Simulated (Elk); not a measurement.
Elk run on Ag (Fm-3m, 1 atom in the cell): self-consistent single point.

Method of the run: PBE, all-electron FP-LAPW, Elk's shipped species files, APW+lo basis with extra local orbitals (Elk).

The change in words: lattice scaled by 0.98; lorbcnd: true → default. Reference geometry:
```yaml
crystal:
  lattice:
    - [0.00000, 2.05523, 2.05523]
    - [2.05523, 0.00000, 2.05523]
    - [2.05523, 2.05523, 0.00000]
  atoms:
    - { symbol: Ag, position: [0.00000, 0.00000, 0.00000] }
```

Reference input (self-consistent single point, DFT, PBE, all-electron FP-LAPW, Elk's shipped species files, APW+lo basis with extra local orbitals): xctype = 20; rgkmax = 8; swidth = 0.00367493 Ha; ngridk = 10 10 10; gmaxvr = 16 1/bohr; nxlo = 2; lorbcnd = true; rmtscf = 0.99; lmaxi = 3; maxscl = 100. This run's input differs from it in these lines:

```diff
@@ -15,5 +15,2 @@
 
-lorbcnd
-  .true.
-
 rmtscf
@@ -31,3 +28,3 @@
 scale
-  5.492540134
+  5.382690667
```

The program printed (abridged):

```
│ Self-consistent loop started │
│ Loop number : 1 │
 total energy                :     -5315.64199628
│ Loop number : 2 │
 total energy                :     -5315.85013299
RMS change in Kohn-Sham potential (target) :   0.1184397479     (  0.1000000000E-05)
Absolute change in total energy (target)   :   0.2081367078     (  0.1000000000E-03)
│ Loop number : 3 │
 total energy                :     -5316.04003947
RMS change in Kohn-Sham potential (target) :   0.1140834413     (  0.1000000000E-05)
Absolute change in total energy (target)   :   0.2419406555     (  0.1000000000E-03)
│ Loop number : 4 │
   [... lines left out ...]
Absolute change in total energy (target)   :   0.5012895281E-03 (  0.1000000000E-03)
│ Loop number : 13 │
 total energy                :     -5317.38938122
RMS change in Kohn-Sham potential (target) :   0.1238541708E-05 (  0.1000000000E-05)
Absolute change in total energy (target)   :   0.4362592335E-04 (  0.1000000000E-03)
│ Loop number : 14 │
 total energy                :     -5317.38932876
RMS change in Kohn-Sham potential (target) :   0.1958130873E-06 (  0.1000000000E-05)
Absolute change in total energy (target)   :   0.6337129889E-04 (  0.1000000000E-03)
Convergence targets achieved

│ Loop number : 15 │

Energies :
 Fermi                       :     0.276746463324
 total energy                :     -5317.38931823

Density of states at Fermi energy :    10.08304457
 (states/Hartree/unit cell)

Estimated indirect band gap :   0.1127359380E-01
 from k-point     34 to k-point     11
Estimated direct band gap   :   0.1094256813
 at k-point     11

Charges :
 core                        :    28.00000000
 valence                     :    19.00000000
 interstitial                :    1.008176862
 muffin-tins (core leakage)
  species :    1 (Ag)
   atom    1                 :    45.99182314     (  0.1626069945E-08)
 total in muffin-tins        :    45.99182314
 total calculated charge     :    46.99965486
 total charge                :    47.00000000
 error                       :   0.3451434938E-03

│ Self-consistent loop stopped │
```

The run converged in 15 iterations. The count includes the last loop, which Elk runs after its targets are met. Against the reference run the free energy rises by 45.5 meV/atom.

The starting cell has typed, rounded lattice constants, without a prior relaxation at this level. Its lattice was rescaled by up to half a per cent. For this run, on top of that: lattice scaled by 0.98. Values depend on the basis (sphere radii, cutoffs, local orbitals), which need not be converged. The log's line on a gap gives a spacing of levels on this mesh, which the program prints for metals too.
